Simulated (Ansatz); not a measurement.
System: C (model structure, P4₁2₁2, No. 92, 12 atoms in the cell). Method: PBEsol (Ansatz, an electronic-structure program, PAW).

Numerical settings: plane-wave cutoff 520 eV, 14×14×12 k mesh (along the axes of the cell as run), Fermi–Dirac smearing 0.05 eV, scalar-relativistic PAW data made under PBE.

Cell (relaxed with PBEsol):

C is taken in the tetragonal space group P4₁2₁2 (No. 92), Pearson symbol tP12. Conventional cell: a = 3.7829 Å, b = 3.7829 Å, c = 4.6487 Å, α = 90.00°, β = 90.00°, γ = 90.00°. C1 on 4a has 4 C at 1.565–1.568 Å. C2 on 8b is surrounded by 4 C at 1.565–1.601 Å. (Neighbours: up to the widest gap in distance over summed covalent radii, below 1.35, at either atom.)

Task: Predict the band gap.

Result: 
band gap: 4.91 eV (on the SCF k mesh)

Note: the relaxation could raise the start's symmetry but not lower it, so the cell can be a saddle point.

Static lattice: no zero-point or thermal effects.

Computing time: about 40 core-seconds (a rough figure).

A model structure was made by putting elements into a prototype or built by hand; it is no filed structure, need not be a known phase, and can be a saddle point held by its symmetry.
